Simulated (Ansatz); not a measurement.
InP under load (space group R3m), Ansatz (a program for electronic structure) with r2SCAN with spin-orbit coupling, rigid bands. Condition of this run: uniaxial stress along [111] of 1 GPa (compression positive) (the target of the relaxation). Band gap 1.00 eV, N_c = 5.72e17 cm⁻³ and N_v = 1.22e19 cm⁻³ at 300 K, conductivity masses of 0.0859 mₑ (electrons) and 0.452 mₑ (holes). Take k_BT = 0.02585 eV.

Task: What thermal injection velocity √(2k_BT/πm) limits a ballistic channel?

Result: 1.84e7 cm/s for electrons and 8.00e6 cm/s for holes, a ratio of √(m_h/m_e) = 2.29, for dilute carriers.

Task: Find the intrinsic carrier density and the intrinsic Fermi level.

Result: n_i = √(N_c N_v) exp(−E_g/2k_BT) = 2.64e18 × exp(−19.34) = 1.1e10 cm⁻³. The level lies (k_BT/2) ln(N_v/N_c) = 40 meV from mid-gap (positive towards the conduction band). Each 0.1 eV added to the gap lowers n_i by a factor of 6.9.

Task: A film of it is 5 nm thick. Estimate the confinement energies in an infinite well.

Result: ħ²π²/(2m t²) = 0.376 eV·nm²/(m/mₑ × t²) gives 175 meV for electrons and 33.3 meV for holes, so the gap would widen to about 1.21 eV. Finite barriers and nonparabolic bands lower this, and with several valleys or bands the heaviest mass along the normal sets the lowest level, not this average.

Rigid bands with the computed gap; masses take one relaxation time for all states.
